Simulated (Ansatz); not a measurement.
The starting structures come from a database of crystals and need not be the phases stable at ambient conditions.

Tunnelling through a barrier is set by its complex band structure: the current falls as exp(−2κd) with the smallest κ.

```
HgK2SnSe4
1.0
    7.13851     0.00000     0.00000
    0.00000     8.23769     0.00000
    3.56926    -4.11885     4.11885
K Sn Hg Se
2 1 1 4
Direct
  0.00000   0.50000   0.00000
  0.50000   0.50000   0.00000
  0.50000   0.00000   0.00000
  0.00000   0.00000   0.00000
  0.44062   0.00000   0.65756
  0.55938   0.34244   0.34244
  0.09818   0.00000   0.34244
  0.90182   0.65756   0.65756
```

Space group of this cell: I-42m. The cell is taken as given; by r2SCAN its mean pressure is -1.5 GPa.

Transport runs along the normal of the first two printed cell vectors, the (100) plane of the conventional cell.

No gap correction and no spin-orbit coupling; mid-gap values are interpolated between computed energies.

Q: Give the band gap and the smallest decay constant κ at mid-gap that r2SCAN (Ansatz, a first-principles code) yields.

A: Gap 1.86 eV on a 8×8×8 mesh; κ = 0.200 1/Å, at the zone centre.
